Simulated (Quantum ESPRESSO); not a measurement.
Quantum ESPRESSO run on Hf2AlSi (Amm2, 4 atoms in the cell): self-consistent single point.

Computed with LDA (PW92), PseudoDojo standard norm-conserving (LDA) pseudopotentials (plane waves; Quantum ESPRESSO).

```
CELL_PARAMETERS angstrom
      3.82768     0.00000     0.00000
      0.00000     1.89009     5.04268
      0.00000    -1.89009     5.04268
ATOMIC_POSITIONS crystal
  Hf 0.50000 0.14618 0.14618
  Hf 0.00000 0.85333 0.85333
  Al 0.50000 0.42166 0.42166
  Si 0.00000 0.57883 0.57883
```

Reference input (self-consistent single point, DFT, LDA (PW92), plane waves, PseudoDojo standard norm-conserving (LDA) pseudopotentials): ecutwfc = 60 Ry; occupations = smearing; smearing = marzari-vanderbilt; degauss = 0.0073499 Ry; potentials = {Hf: Hf.upf, Al: Al.upf, Si: Si.upf}; K_POINTS = automatic 8 8 8 0 0 0; conv_thr = 1e-10 Ry. This run's input differs from it in these lines:

```diff
@@ -14,3 +14,3 @@
    occupations = 'smearing'
-   smearing = 'marzari-vanderbilt'
+   smearing = 'gaussian'
    degauss = 0.0073499
```

The program printed (abridged):

```
     Self-consistent Calculation

     iteration #  1     ecut=    60.00 Ry     beta= 0.70

     Threshold (ethr) on eigenvalues was too large:
     Diagonalizing with lowered threshold

     total energy              =    -239.18501313 Ry
     estimated scf accuracy    <       0.11123473 Ry

     iteration #  2     ecut=    60.00 Ry     beta= 0.70

     total energy              =    -239.20592007 Ry
     estimated scf accuracy    <       0.07013469 Ry

     iteration #  3     ecut=    60.00 Ry     beta= 0.70

     total energy              =    -239.22026603 Ry
     estimated scf accuracy    <       0.01253386 Ry

   [... 6 blocks of this kind left out ...]

     iteration # 10     ecut=    60.00 Ry     beta= 0.70

     total energy              =    -239.22392466 Ry
     estimated scf accuracy    <          7.9E-10 Ry

     iteration # 11     ecut=    60.00 Ry     beta= 0.70
     End of self-consistent calculation

     Number of k-points >= 100: set verbosity='high' to print the bands.

     the Fermi energy is    12.0818 ev

!    total energy              =    -239.22392466 Ry
     estimated scf accuracy    <          4.8E-11 Ry
     smearing contrib. (-TS)   =      -0.00079111 Ry
     internal energy E=F+TS    =    -239.22313355 Ry

     convergence has been achieved in  11 iterations

     Forces acting on atoms (cartesian axes, Ry/au):

     atom    1 type  1   force =     0.00000000    0.00000000    0.00104997
     atom    2 type  1   force =     0.00000000    0.00000000   -0.00265787
     atom    3 type  2   force =     0.00000000    0.00000000   -0.00248844
     atom    4 type  3   force =     0.00000000    0.00000000    0.00409633

     Total force =     0.005580     Total SCF correction =     0.000022

          total   stress  (Ry/bohr**3)                   (kbar)     P=      -80.12
  -0.00053991   0.00000000   0.00000000          -79.42        0.00        0.00
   0.00000000  -0.00054589   0.00000000            0.00      -80.30        0.00
   0.00000000   0.00000000  -0.00054808            0.00        0.00      -80.63

   JOB DONE.
```

The run converged in 11 iterations. Against the reference run the free energy falls by 1.5 meV/atom, the pressure moves little (-8.03 to -8.01 GPa) and the largest force goes from 0.111 to 0.105 eV/Å.

The starting cell comes from a database of computed structures (which also holds hypothetical and non-ambient phases and stackings), without a prior relaxation at this level. With a pressure of about -8 GPa the cell is away from its equilibrium volume at this level.

Cost on one core of a shared machine: roughly 3 min.
